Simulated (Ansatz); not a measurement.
The starting structures come from a database of crystals and need not be the phases stable at ambient conditions.

Tunnelling through a barrier is set by its complex band structure: the current falls as exp(−2κd) with the smallest κ.

Consider the following.

```
CELL_PARAMETERS angstrom
      5.81048     0.00000     0.00000
      0.00000     9.13010     0.00000
      2.90524     0.00000     2.90524
ATOMIC_POSITIONS crystal
  Sr 0.00000 0.84394 0.50000
  Sr 0.50000 0.15606 0.50000
  Ag 0.50000 0.50000 0.00000
  Ag 0.00000 0.50000 0.00000
  S  0.00000 0.30829 0.50000
  S  0.50000 0.69171 0.50000
  F  0.50000 0.00000 0.00000
  F  0.00000 0.00000 0.00000
```

Space group of this cell: P4/nmm. The cell is taken as given; by r2SCAN its mean pressure is -1.5 GPa.

Transport runs along the normal of the first two printed cell vectors, the (110) plane of the conventional cell.

The gap is the functional's own, uncorrected, and κ follows it; spin-orbit coupling is left out. Mid-gap values are interpolated between the computed energies.

Give the band gap and the smallest decay constant κ at mid-gap that r2SCAN in Ansatz (a first-principles code) yields.

Gap 1.65 eV on a 10×4×10 mesh; κ = 0.199 1/Å, at the zone centre.
